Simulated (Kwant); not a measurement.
Model system: circular cavity between two wires in a In0.53Ga0.47As two-dimensional gas. Effective mass 0.041 mₑ, grid spacing 5 nm, hard walls, nominal width 60 nm (11 grid rows, so walls 60 nm apart), one parabolic valley, scattering region 460 nm long along x; energies count from the band bottom; Fermi energy swept from 0.0020381 to 0.030572 eV. Cavity of radius 99 nm, straight part 0 nm, centre moved sideways by 0 nm.

The device is made up for the run: typed textbook-type constants, with dimensions and the other settings drawn at random.

Model: effective-mass tight-binding model on a square grid, one spin, coherent transport at 0 K (Kwant). Conductance is in e²/h.

### Question
How many channels do the leads carry at E = 19.1 meV?

### Answer
The hard-wall thresholds are n² ħ²π²/(2mW²) = n² × 2.55 meV with W = 60 nm. √(19.1/2.55) = 2.74, so 2.
